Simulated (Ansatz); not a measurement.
The starting structures come from a database of crystals and need not be the phases stable at ambient conditions.

Tunnelling through a barrier is set by its complex band structure: the current falls as exp(−2κd) with the smallest κ.

```xyz
10
Lattice="7.8675 0.0000 0.0000 0.0114 7.8675 0.0000 0.0000 0.0000 5.7636" Properties=species:S:1:pos:R:3 pbc="T T T"
Cs     0.0395     0.0394     2.8818
Cs     4.0199     4.0141     2.8818
Pb     3.9855     0.0618     0.0000
Pb     0.0675     3.9854     0.0000
Cl     2.4895     5.4924     0.0000
Cl     5.4960     2.4815     0.0000
Cl     0.0875     3.9990     2.8818
Cl     3.9991     0.0817     2.8818
Cl     1.5395     1.5372     0.0000
Cl     6.4195     6.4102     0.0000
```

Space group of this cell: Amm2. The cell is taken as given.

Transport runs along the normal of the first two printed cell vectors.

The gap is the functional's own, uncorrected, and κ follows it; spin-orbit coupling is left out. Mid-gap values are interpolated between the computed energies.

Task: State the band gap and the smallest decay constant κ at mid-gap according to r2SCAN (Ansatz, a program for electronic structure).

Result: Gap 2.65 eV on a 4×4×6 mesh; κ = 0.160 1/Å, at the zone centre.
